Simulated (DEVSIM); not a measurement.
System: Si p-i-n diode, at 300 K.

Layer 1 from the left is Si, thickness (μm) 1.90, Na (cm⁻³) 8.6e18, τn (s) 1.4e-5, τp (s) 1.4e-5. Layer 2 from the left is Si, thickness (μm) 25.0, Nd (cm⁻³) 4.1e12, τn (s) 1.4e-5, τp (s) 1.4e-5. Layer 3 from the left is Si, thickness (μm) 2.90, Nd (cm⁻³) 7.2e18, τn (s) 1.4e-5, τp (s) 1.4e-5.

Left contact: ohmic. Right contact: ohmic. Voltage is applied to the left contact. Recombination: SRH at mid-gap, Auger. Gap narrowing is on: ΔEg = 6.92 meV × (l + √(l² + 0.5)), l = ln(N/1.3e17 cm⁻³), shared equally by both band edges. Mobility is μmin + (μ − μmin)/(1 + (N/Nref)^α).

Constants are typed, rounded textbook-type inputs, not results; the design itself was drawn at random and stands for no fabricated device. Values at 300 K.

Si: gap (eV) 1.124, affinity (eV) 4.05, permittivity 11.7, Nc (cm⁻³) 2.86e19, Nv (cm⁻³) 3.1e19, μn (cm²/Vs) 1417, μp (cm²/Vs) 470, μn,min 52, μp,min 45, Nref,n 9.7e16, Nref,p 2.2e17, αn 0.68, αp 0.72, Cn (cm⁶/s) 2.8e-31, Cp (cm⁶/s) 9.9e-32.

DEVSIM, 1D drift-diffusion, Boltzmann statistics, complete ionisation; no tunnelling, impact ionisation, image-force lowering or self-heating.

What does the simulation give for the dark forward voltage at 100 A/cm², the potential step across the device at zero bias, the dark forward voltage at 1 A/cm²?

dark forward voltage at 100 A/cm² 0.856 V; potential step across the device at zero bias 0.998 V; dark forward voltage at 1 A/cm² 0.726 V.
